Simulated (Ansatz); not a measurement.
Abridged Ansatz (a quantum-chemistry and plane-wave program) output:

```
Relaxation: its limit of steps is 50 (relax.max_steps)
Pseudopotential: Ru, paw, valence charge 16
Crystal: 2 atoms, lattice volume = 26.254 Å³
Basis set: ecut = 420 eV, 537 PW (Γ), exchange–correlation on 36×36×60 points (8 copies of the dense FFT grid, shifted against one another)
Bands: 20, of which v1, the nominal top of the filled ones, is band 16 counted from 1 (15 counted from 0)
Symmetry: 8 space group operations
k-points: 1352 of 8750
Functional: x = pbesol(κ = 0.804, μ = 0.12345679012345678), c = pbesol(β = 0.046)
SCF iter   1: F=—  HF=-11633.027109 eV  |F-HF|=—  |Δ(HF+E_count)|=         —  Δρ=1.09e-2  dr2=1.94e-2  ethr=1.77e-3  ⟨swp⟩=5.0  Hψ=249195  notcnv=0  defer=251
SCF iter   2: F=—  HF=-11633.023533 eV  |F-HF|=—  |Δ(HF+E_count)|=   3.58e-3  Δρ=5.75e-3  dr2=5.13e-3  ethr=6.06e-5  ⟨swp⟩=2.1  Hψ=47685  notcnv=0  defer=322
SCF 1 converged in 7 iterations: F = -11633.022515 eV  dr2 = 2.75e-11
relax step   1: F+E_penalty+E_count = -11633.02251482 eV  Δ(F+E_penalty+E_count) = +0.000e0 eV  max|allowed force component| = 4.717e-2 eV/Å  Δτ_max = 0.0000 Å  (7 SCF iters, accepted)
Crystal: 2 atoms, lattice volume = 26.254 Å³
Bands: 24, of which v1, the nominal top of the filled ones, is band 16 counted from 1 (15 counted from 0)
SCF iter   1: F=—  HF=-11633.022688 eV  |F-HF|=—  |Δ(HF+E_count)|=         —  Δρ=9.05e-4  dr2=1.44e-4  ethr=4.14e-7  ⟨swp⟩=1.6  Hψ=105488  notcnv=0  defer=1463
SCF iter   2: F=—  HF=-11633.022640 eV  |F-HF|=—  |Δ(HF+E_count)|=   4.82e-5  Δρ=3.87e-4  dr2=1.25e-5  ethr=4.14e-7  ⟨swp⟩=2.0  Hψ=41769  notcnv=0  defer=1463
SCF 2 converged in 6 iterations: F = -11633.022612 eV  dr2 = 2.58e-12
relax step   2: F+E_penalty+E_count = -11633.02261175 eV  Δ(F+E_penalty+E_count) = -9.693e-5 eV  max|allowed force component| = 2.680e-2 eV/Å  Δτ_max = 0.0048 Å  (6 SCF iters, accepted)
Crystal: 2 atoms, lattice volume = 26.254 Å³
SCF iter   1: F=—  HF=-11633.022691 eV  |F-HF|=—  |Δ(HF+E_count)|=         —  Δρ=3.50e-4  dr2=2.15e-5  ethr=6.74e-7  ⟨swp⟩=2.3  Hψ=69299  notcnv=0  defer=1463
SCF iter   2: F=—  HF=-11633.022659 eV  |F-HF|=—  |Δ(HF+E_count)|=   3.26e-5  Δρ=1.50e-4  dr2=1.86e-6  ethr=6.73e-8  ⟨swp⟩=2.2  Hψ=52075  notcnv=0  defer=1463
SCF 3 converged in 6 iterations: F = -11633.022658 eV  dr2 = 4.98e-13
relax step   3: F+E_penalty+E_count = -11633.02265805 eV  Δ(F+E_penalty+E_count) = -4.630e-5 eV  max|allowed force component| = 1.770e-3 eV/Å  Δτ_max = 0.0018 Å  (6 SCF iters, accepted)
SCF converged after 6 iterations
Free energy (F): -11633.022658 eV
Internal energy: -11632.971919 eV  (E = F + TS)
E sigma→0 (E₀):  -11632.997289 eV
Entropy (-TS):   -0.050739 eV (-25.369 meV/atom)
Fermi energy:    24.371007 eV
--- Forces (eV/Å), atoms counted from 1 ---
  atom   1  Ru    -0.00000000    -0.00176966     0.00000000
  atom   2  Ru     0.00000000     0.00176966    -0.00000000
--- Stress (GPa, compression-positive) ---
       10.078474      -0.000000       0.000000
       -0.000000       3.162062      -0.000000
        0.000000      -0.000000       2.932473
  P = ⅓ Tr σ = 5.3910 GPa (53.910 kbar)
--- Relaxed structure (3 steps of the walk, 3 accepted, 0 SCFs on fresh bases) ---
  atoms:
    - { symbol: Ru, position: [0.6660385177990912, 0.33207703559818247, 0.7499999999999999] }
    - { symbol: Ru, position: [0.33396148220090865, 0.6679229644018174, 0.25] }
```

Problem. What was computed, and what are the main results?

Solution. Ru, 2 atoms in the cell, with PBEsol/PAW in Ansatz, no SOC. The last SCF converged to F = -11633.022658 eV, or -5816.5113 eV per atom, at a pressure of 5.39 GPa. The total energy compares only with runs of the same code, potentials and settings.

The cells carry an imposed strain or load. Stability against distortions was not tested. All final runs are without spin polarisation. The cell was made from Ru in the hcp (Mg type) structure (space group P6_3/mmc, No. 194) by this change: uniaxial strain ε_xx = −1.50 %.

Keys are those of Ansatz 0.2.
